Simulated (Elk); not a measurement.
Band structure of ErPt₂ (Fd-3m, 6 atoms in the cell).

```yaml
crystal:
  lattice:
    - [0.00000, 3.80310, 3.80310]
    - [3.80310, 0.00000, 3.80310]
    - [3.80310, 3.80310, 0.00000]
  atoms:
    - { symbol: Er, position: [0.75000, 0.75000, 0.75000], spin: 3.0 }
    - { symbol: Er, position: [0.50000, 0.50000, 0.50000], spin: 3.0 }
    - { symbol: Pt, position: [0.12500, 0.62500, 0.12500] }
    - { symbol: Pt, position: [0.12500, 0.12500, 0.12500] }
    - { symbol: Pt, position: [0.62500, 0.12500, 0.12500] }
    - { symbol: Pt, position: [0.12500, 0.12500, 0.62500] }
```
(The spins are starting values, not results.)

Method: PBEsol, all-electron FP-LAPW, Elk's shipped species files, default APW+lo basis in Elk 10.2.4.

Settings: xctype = 22; spinpol = true; rgkmax = 7; stype = 3; swidth = 0.00367493 Ha; ngridk = 5 5 5; reducebf = 0.5; rmtscf = 0.85; nempty = 12 per atom.

The starting cell comes from a database of computed structures (which also holds hypothetical and non-ambient phases and stackings), without a prior relaxation at this level. Spin-orbit coupling is off. The magnetic order is the one reached from the typed start; others were not searched systematically. With U or open f shells several self-consistent states can exist. The f electrons are in the valence without U or exact exchange, which can misplace them near the Fermi level. Spin-orbit terms, which matter for f shells, are left out. Values depend on the basis (sphere radii, cutoffs, local orbitals), which need not be converged.

Levels in eV from the Fermi level, bands 82 to 89 of the first spin channel:
```json
[
 {"point": "Γ", "82": "-0.41", "83": "0.07", "84": "0.07", "85": "0.07", "86": "0.66", "87": "0.70", "88": "0.70", "89": "0.70"},
 {"point": "X", "82": "-1.55", "83": "-1.55", "84": "-1.54", "85": "0.19", "86": "0.19", "87": "2.47", "88": "2.47", "89": "2.80"},
 {"point": "W", "82": "-1.76", "83": "-1.01", "84": "-1.01", "85": "0.04", "86": "0.04", "87": "2.44", "88": "2.44", "89": "2.45"},
 {"point": "K", "82": "-1.68", "83": "-1.36", "84": "-1.04", "85": "-0.19", "86": "0.65", "87": "2.22", "88": "2.28", "89": "2.49"},
 {"point": "L", "82": "-1.32", "83": "-1.32", "84": "0.70", "85": "0.79", "86": "1.33", "87": "1.33", "88": "1.89", "89": "1.90"},
 {"point": "U", "82": "-1.69", "83": "-1.36", "84": "-1.04", "85": "-0.19", "86": "0.65", "87": "2.22", "88": "2.28", "89": "2.49"}
]
```

Bands cross the Fermi level along this path, so the cell is metallic at this level.

The net moment of the cell came out as 5.14 μB.
